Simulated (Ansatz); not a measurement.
Functionals compared on the (100) surface of tetragonal BaTiO3 in its 1x1 cell (cut with top plane Ba + O, bottom plane Ba + O), relaxed from an ideal cut (the real face may reconstruct), outermost plane spacing 1.99 Å in the ideal cut (one of several cuts of this face), with 1 Ba, 1 O a cell over the bulk's ratio, in Ansatz (plane waves, PAW). The structure was relaxed with PBE; the other rows are single points on it, each with its references at the same level. Cutoff 420 eV (500 eV for r2SCAN). HSE06 used the coarser mesh 4x4x1.

Set-up: 17 atoms, Ba4O10Ti3, 12.0 Å thick at the start; mesh 7x6x1; 0.025 eV smearing; dipole correction on; all atoms relaxed; start symmetry kept, larger cells not searched; no spin, no spin-orbit, no U. These notes are the PBE run's.

| functional | ionisation potential (eV) | rough cost of the single point |
|---|---|---|
| PBE | 3.00 | – |
| LDA | 3.36 | roughly 50 core-seconds |
| PBEsol | 3.07 | roughly 50 core-seconds |
| RPBE | 2.84 | roughly 40 core-seconds |
| r2SCAN | 3.14 | very roughly 90 core-seconds |
| HSE06 | [?] | roughly 9 core-minutes |

Problem. Complete the blanks.

Solution. 
- HSE06, ionisation potential (eV): 3.80

Ansatz is a program for electronic structure.
